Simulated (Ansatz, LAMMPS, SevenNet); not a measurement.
# CsCl-type CoAl, equilibrium lattice constant a

Reference value: 2.861 Å (measured, room temperature, not corrected to a static lattice; as tabulated in Yamada et al. (2019), arXiv:1910.09660).

**Question.** What do Lennard-Jones jacobson2022, SevenNet-0, LDA, BLYP, PBE, RPBE, PBE-D4, PBEsol-D3(BJ), r²SCAN, PBE0, r²SCAN0, Hartree–Fock give, and how far is each from the reference?

**Answer.** 
```tsv
level (code)	value (Å)	difference (%)
Lennard-Jones jacobson2022 (LAMMPS)	3.034	+6.05
SevenNet-0	2.855	-0.21
LDA (Ansatz)	2.794	-2.34
BLYP (Ansatz)	2.878	+0.59
PBE (Ansatz)	2.852	-0.31
RPBE (Ansatz)	2.874	+0.45
PBE-D4 (Ansatz)	2.822	-1.36
PBEsol-D3(BJ) (Ansatz)	2.794	-2.34
r²SCAN (Ansatz)	2.823	-1.33
PBE0 (Ansatz)	2.809	-1.82
r²SCAN0 (Ansatz)	2.794	-2.34
Hartree–Fock (Ansatz)	2.845	-0.56
```

Leaving aside Lennard-Jones jacobson2022 (doubt noted below): The reference is not for a static lattice or low temperature, so close values are not ranked against it. Off by more than 1.25 %, or 1.75 % on the side where a correction would as a rule narrow the miss (bounds picked here): r²SCAN0 (-2.34 %), PBEsol-D3(BJ) (-2.34 %), LDA (-2.34 %), PBE0 (-1.82 %).

The reference isn't brought to a static lattice, while the calculations are for one, so the differences are not the levels' errors alone. A static lattice is as a rule a little smaller than the measured one. The crystal itself was run without spin with LDA, BLYP, PBE, RPBE, PBE-D4, PBEsol-D3(BJ), r²SCAN, PBE0, r²SCAN0, Hartree–Fock; a magnetic state was not tried in these runs. Lennard-Jones jacobson2022: the pair parameters belong to the elements and are mixed by rule. Lennard-Jones jacobson2022: pair potentials favour close packing, so symmetry can be all that holds this lattice. PBE0, r²SCAN0: the run has no spin polarisation, so it can have missed a magnetic state. Cutoffs and k meshes differ between the levels. Ansatz's density-functional and Hartree–Fock values are scalar-relativistic unless marked +SOC, with PAW data made under PBE.

Empirical potentials (Lennard-Jones jacobson2022) are fitted to chosen data: where that held the value shown, agreement is built in, and what lay outside the fit can be far off. Machine-learned potentials (SevenNet-0) are trained on DFT data: a solid inside that data is no test of them.

Differences are worked out from the printed values.

Ansatz is a program for electronic structure.
